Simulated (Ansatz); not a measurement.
By PBEsol, the system below comes out a metal.

Without scattering a metal conducts by its projected Fermi surface.

Data:

```yaml
crystal:
  lattice:
    - [3.24458, 0.00000, 0.00000]
    - [0.00000, 4.58853, 0.00000]
    - [1.62229, 2.29427, 1.62229]
  atoms:
    - { symbol: Zr, position: [0.00000, 0.50000, 0.00000] }
    - { symbol: N, position: [0.00000, 0.00000, 0.00000] }
```

The cell is taken as given; by PBEsol it stands under a pressure of -6.1 GPa.

The current flows along the normal of the first two printed cell vectors, the (110) plane of the conventional cell. No spin-orbit coupling; the value is a mean over 0.1 eV about the Fermi level.

Question: Compute, with PBEsol (Ansatz, an electronic-structure program), the ballistic conductance per area.

Answer: 1.1 × 10¹⁵ S/m² for both spins.
